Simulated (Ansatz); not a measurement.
```xyz
2
Lattice="0.0000 2.8013 2.8013 2.8013 0.0000 2.8013 2.8013 2.8013 0.0000" Properties=species:S:1:pos:R:3 pbc="T T T"
As     1.4007     1.4007     1.4007
Ga     0.0000     0.0000     0.0000
```

The cell is fixed at its relaxed static size. Melting and transitions to other phases are not modelled. An odd repeat of the supercell leaves out some zone-boundary points, where instabilities often lie.

Problem. Estimate each atom's mean-square displacement (sum over three axes) at 600 K from path-integral sampling on the energy surface fitted in the stochastic self-consistent harmonic approximation in a 3×3×3 supercell, Ansatz (a quantum-chemistry and plane-wave program), LDA functional, plane-wave PAW.

Solution. As1 0.046 Å², Ga2 0.054 Å². Waves longer than the supercell are missing, so the values are low for an infinite crystal. Over all wave vectors of the supercell the softest harmonic mode is 56 cm⁻¹ at q = (0.00, 0.00, 0.33); the softest of the Hessian is 54 cm⁻¹ at q = (0.00, 0.00, 0.33) at 300 K (error under 1; the run's verdict: stable), 53 cm⁻¹ at q = (0.00, 0.00, 0.33) at 600 K (error under 1; the run's verdict: stable).
